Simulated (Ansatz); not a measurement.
Input and output of a self-consistent single point for NaLu₃ (I4/mmm, 4 atoms in the cell) (Ansatz, an electronic-structure program).

Level of theory: PBEsol with spin-orbit coupling, default PAW files made with PBE (plane waves; Ansatz).

```xyz
4
Lattice="-2.4056 2.4056 5.2282 2.4056 -2.4056 5.2282 2.4056 2.4056 -5.2282" Properties=species:S:1:pos:R:3 pbc="T T T"
Na     0.0000     0.0000     0.0000
Lu     0.0000     2.4056     2.6141
Lu     2.4056     0.0000     2.6141
Lu     0.0000     0.0000     5.2282
```

Reference input (self-consistent single point, DFT, PBEsol, plane waves, default PAW files made with PBE): basis.ecutwfc = 420 eV; kpoints.mp_grid.grid = 10 10 10; hamiltonian.xc = pbesol; hamiltonian.pseudopotentials = {kind: paw} (the program's default PAW files); scf.occupations.method = fermi_dirac; scf.occupations.width = 0.05 eV. This run's input differs from it in these lines:

Ansatz 0.2 input:
```diff
@@ -18,2 +18,5 @@
   pseudopotentials: { kind: paw }
+magnetization:
+  noncollinear: true
+  spin_orbit: true
 scf:
```

Output (repeated stretches shortened):

```
SCF iter   1: F=—  HF=-45359.364505 eV  |F-HF|=—  |Δ(HF+E_count)|=         —  Δρ=1.88e-2  dr2=7.92e-1  dr2_m=0.00e0 (ungated)  ethr=3.10e-3  |M|=0.00e0 ∫|m|=0.00e0 μB  |m|>n=0.0e0 m-floor=0.0e0 τ_xc=0.0e0  β_m=0.30  ⟨swp⟩=7.3  Hψ=28646  notcnv=0  defer=64
all-band conjugate gradients solve this SCF's bands
preconditioner: auto → Kerker (q_TF=auto, 2.567 Å⁻¹)
spin=Noncollinear: Kerker preconditioning applied to the charge; magnetization (m_x, m_y, m_z) channels mix plain (no charge-response kernel on spin).
   [... lines left out ...]
SCF iter  10: F=—  HF=-45359.090382 eV  |F-HF|=—  |Δ(HF+E_count)|=   5.14e-6  Δρ=2.14e-5  dr2=1.23e-6  dr2_m=0.00e0 (ungated)  ethr=1.60e-8  |M|=0.00e0 ∫|m|=0.00e0 μB  |m|>n=0.0e0 m-floor=0.0e0 τ_xc=0.0e0  β_m=0.93  ⟨swp⟩=2.1  Hψ=9169  notcnv=0  defer=478
SCF iter  11: F=-45359.090382 eV  HF=-45359.090382 eV  |F-HF|=3.12e-8  |Δ(HF+E_count)|=   5.50e-7  Δρ=4.24e-6  dr2=3.87e-8  dr2_m=0.00e0 (ungated)  ethr=1.19e-10  |M|=0.00e0 ∫|m|=0.00e0 μB  |m|>n=0.0e0 m-floor=0.0e0 τ_xc=0.0e0  ⟨swp⟩=13.9  Hψ=40575  notcnv=0
SCF 1 converged in 11 iterations: F = -45359.090382 eV  dr2 = 3.87e-8
Magnetization: |M| = 0.0000 μB,  M = (+0.0000, +0.0000, +0.0000) μB
Absolute magnetization: 0.0000 μB (∫|m|)
  site 0: m = (+0.0000, +0.0000, +0.0000) μB, |m| = 0.0000 μB  (R = 1.40 Å)
  site 1: m = (+0.0000, +0.0000, +0.0000) μB, |m| = 0.0000 μB  (R = 1.40 Å)
  site 2: m = (+0.0000, +0.0000, +0.0000) μB, |m| = 0.0000 μB  (R = 1.40 Å)
  site 3: m = (+0.0000, +0.0000, +0.0000) μB, |m| = 0.0000 μB  (R = 1.40 Å)
Free energy (F): -45359.090382 eV
Internal energy: -45359.024970 eV  (E = F + TS)
E sigma→0 (E₀):  -45359.057676 eV
Entropy (-TS):   -0.065412 eV (-16.353 meV/atom)
Fermi energy:    10.435512 eV
--- Forces (eV/Å), atoms counted from 1 ---
  atom   1  Na     0.00000000     0.00000000     0.00000000
   [... zero for the other atoms too ...]
--- Stress (GPa, compression-positive) ---
       -2.213107      -0.000000       0.000000
       -0.000000      -2.213107       0.000000
        0.000000      -0.000000      -2.363134
  P = ⅓ Tr σ = -2.2631 GPa (-22.631 kbar)
  The stress holds the Pulay correction. Without it, at fixed plane waves, as pw.x and ABINIT print it: P = -2.2944 GPa
```

The run converged in 11 iterations. Against the reference run the pressure goes from -2.12 to -2.26 GPa.

The starting cell comes from a database of computed structures (which also holds hypothetical and non-ambient phases and stackings), without a prior relaxation at this level. Ansatz's pressure includes its estimate of the finite-basis (Pulay) stress.

Cost on one core of a shared machine: roughly 4 min.
